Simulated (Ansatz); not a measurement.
# What uniaxial stress, 8 GPa compression along x does to TiN

Consider TiN in the rock salt structure (space group Fm-3m, No. 225; a = 4.234 Å; relaxed with 0.1 eV smearing). Axes: x, y, z lie along the cube axes.

It is then changed as follows: uniaxial stress, 8 GPa compression along x; all other stress components relax to zero.

All numbers come from plane-wave PAW DFT at the r2SCAN level (Ansatz, a program for electronic structure, 500 eV), scalar-relativistic without spin-orbit coupling, earlier PAW set. Settings: 23×23×23 k-points, 0.1 eV Fermi–Dirac smearing.

| quantity | base | changed | shift |
|---|---|---|---|
| volume per atom | 9.49 Å³ | 9.41 Å³ | -0.08 Å³ |
| shortest interatomic distance | 2.117 Å | 2.089 Å | -0.028 Å |
| energy relative to the base (free energy F) | 0 meV/atom | +3.0 meV/atom | +3.0 meV/atom |
| band gap | zero | zero | – |
| strain response (xx, yy, zz) | – | (−1.31, +0.24, +0.24) % | – |
| secant Young's modulus along x | – | 610 GPa | – |
| mean lateral Poisson ratio | – | 0.18 | – |

Final structure:

```xyz
2
Lattice="0.0000 2.1221 2.1221 2.0893 0.0000 2.1221 2.0893 2.1221 0.0000" Properties=species:S:1:pos:R:3 pbc="T T T"
N      0.0000     0.0000     0.0000
Ti     2.0893     2.1221     2.1221
```

Stability under load was not tested beyond the relaxation. All final runs are without spin polarisation. An odd electron count without spin: TiN.
